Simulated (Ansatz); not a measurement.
Given:

```
Ge
1.0
    0.00000     2.76712     2.76712
    2.76712     0.00000     2.76712
    2.76712     2.76712     0.00000
Ge
2
Direct
  0.00000   0.00000   0.00000
  0.25000   0.25000   0.25000
```

No spin polarisation.

The values are results of PBEsol in Ansatz (plane waves to 420 eV, PAW, no spin-orbit coupling), not measurements. Γ-centred 14×14×14 mesh, Fermi–Dirac width 0.05 eV.

**Question.** Predict the pressure, band gap, gap character and electron mass.

**Answer.** 
```json
{
 "pressure": "6.1 GPa",
 "band_gap": "0.33 eV",
 "gap_character": "indirect, Γ → L",
 "electron_mass": "1.7 mₑ along k, 0.078 mₑ across (at L)"
}
```

The cells carry an imposed strain or load. Effective masses come from finite differences of ±0.01 Å⁻¹. Along k means along the line from Γ to the band edge. Stability against distortions was not tested. The cell was made from Ge in the diamond structure (space group Fd-3m, No. 227) by this change: isotropic strain −2.50 %.

Ansatz is a quantum-chemistry and plane-wave program.
